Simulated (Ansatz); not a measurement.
# Be: energy against strain

Be (hcp, P6_3/mmc, 7.907 Å³/atom at rest, c along z) under a strain ε along c (axis z), the other axes held. PBE in Ansatz, a plane-wave DFT program (PAW, default set), 420 eV, 29×29×16 Γ-centred mesh, Fermi-Dirac smearing 0.10 eV; ions are relaxed within the symmetry of each cell.

Here s stands for strain and y for E less E0.

| strain (%) | E less E0 (meV/atom) |
|---|---|
| -3.00 | ? |
| -1.50 | 2.27 |
| -1.00 | 1.02 |
| -0.50 | 0.27 |
| 0.00 | 0.00 |
| 0.50 | 0.20 |
| 1.00 | 0.87 |
| 1.50 | 1.98 |

### Question
Using a parabola, estimate the missing y at s = -3.00 from the other rows, showing the fit.

### Answer
Least squares gives y = 0.000 - 0.0886·s + 0.9448·s². Residuals (row less fit): 0.011, -0.013, -0.010, 0.000, 0.008, 0.014, -0.013; standard error 0.014 (degrees of freedom: 4). Twice the quadratic coefficient over the volume, 2 × 0.9448 meV × 10⁴ × 0.1602 / 7.907 Å³, is the elastic constant C33 = 383 ± 3 GPa. At the withheld row, y = 0.000 - 0.0886 × (-3.0) + 0.9448 × (-3.0)² = 8.769 meV/atom. The calculation gives 9.08 meV/atom, 0.311 meV/atom above the prediction (3.4 % of the range of y in the table). The row lies outside the fitted rows, so this is an extrapolation. From the scatter of the fitted rows alone, a prediction at this place has a standard error of 0.055 meV/atom, so the miss is 5.7 times that.

One order more, fitted to all 13 runs of the series, follows each within 0.01, so the miss is the next term of a smooth law. In a metal these values are sensitive to mesh and smearing; energies are taken to zero smearing, stresses follow the free energy. Rows are the converged runs of the series near zero and its far end; series whose fitted rows scatter by over a few per cent of the range, as at a crossing or softening among them, aren't shown in this form. Most that stay on the fit to the last digits aren't either.
